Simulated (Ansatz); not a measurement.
Start from BAs in the zinc blende structure (space group F-43m, No. 216; a = 4.732 Å). Axes: x, y, z lie along the cube axes.

Method: plane-wave PAW DFT at the LDA level (Ansatz, a first-principles code, 420 eV), scalar-relativistic without spin-orbit coupling.

Now apply this change: the cell is scaled by 0.9800 in all directions, atoms relaxed at fixed cell.

Q: Predict the stress tensor and what it implies for the stiffness.

A: Stress of the strained cell less that of the base (GPa, compression positive):
```
  10.08    0.00    0.00
   0.00   10.08    0.00
   0.00    0.00   10.08
```

Then B = −ΔP/(ΔV/V₀) with ΔV/V₀ = -0.0588 gives secant stiffness values (nonlinear terms included at this strain): B ≈ 171 GPa.

As a check, the harmonic strain energy −½ V₀ Δσ:ε is 25 meV/atom; the computed energy rise is 23 meV/atom.

Whether these cells are dynamically stable was not tested.
